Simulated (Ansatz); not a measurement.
Response to strain in PbSe

Consider PbSe in the rock salt structure (space group Fm-3m, No. 225).

```xyz
2
Lattice="0.0000 3.0890 3.0890 3.0890 0.0000 3.0890 3.0890 3.0890 0.0000" Properties=species:S:1:pos:R:3 pbc="T T T"
Pb     0.0000     0.0000     0.0000
Se     3.0890     3.0890     3.0890
```

Cartesian axes are those of the cell as printed.

Strains are applied to the cell and any free atomic positions relax.

Calculations: r2SCAN (Ansatz, a first-principles code; PAW; 500 eV plane waves; no SOC).

Notes on the quantities. pressure: mean of the normal stresses, compression positive; energy relative to the base: free energy F.

| variant | band gap | pressure | energy relative to the base | volume per atom |
|---|---|---|---|---|
| base | 0.67 eV | -0.01 GPa | 0 meV/atom | 29.48 Å³ |
| uniaxial strain ε_zz = +0.50 % | 0.68 eV | -0.26 GPa | +0.3 meV/atom | 29.62 Å³ |
| uniaxial strain ε_zz = +1.00 % | 0.69 eV | -0.49 GPa | +1.1 meV/atom | 29.77 Å³ |
| uniaxial strain ε_zz = +1.50 % | 0.71 eV | -0.72 GPa | +2.5 meV/atom | 29.92 Å³ |
| uniaxial strain ε_zz = +2.00 % | 0.72 eV | -0.93 GPa | +4.3 meV/atom | 30.06 Å³ |
| uniaxial strain ε_zz = +2.50 % | 0.73 eV | -1.13 GPa | +6.6 meV/atom | 30.21 Å³ |
| uniaxial strain ε_zz = +3.00 % | 0.73 eV | -1.32 GPa | +9.3 meV/atom | 30.36 Å³ |

With Pb present, leaving out spin-orbit coupling can change the band edges. Stability against distortions was not tested.
